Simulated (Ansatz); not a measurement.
The parent structure is HgTe in the zinc blende structure (space group F-43m, No. 216; a = 6.510 Å).

Computed with Ansatz (a first-principles code), PBEsol, PAW, cutoff 420 eV, no spin-orbit coupling, earlier PAW set.

Before the change:

```
Property                            Value
-----------------------------  ----------
Density                        7.90 g/cm³
Shortest interatomic distance     2.819 Å
```

It is then changed as follows: full substitution Te → I; the structure is relaxed again.

Tabulated Pauling electronegativity and covalent radius: Te 2.10, 1.38 Å; I 2.66, 1.39 Å.

Question: What happens to the density?

Answer: The density drops by 1.80 g/cm³ to 6.10 g/cm³.

Question: What does the calculation give for the shortest interatomic distance after the change?

Answer: The shortest interatomic distance goes up by 0.252 Å to 3.071 Å.

No phonon test of stability was made. As relaxed here, HgI is a hypothetical phase, not in the database extracts checked. The final runs are not spin-polarised. An odd electron count without spin: HgI.
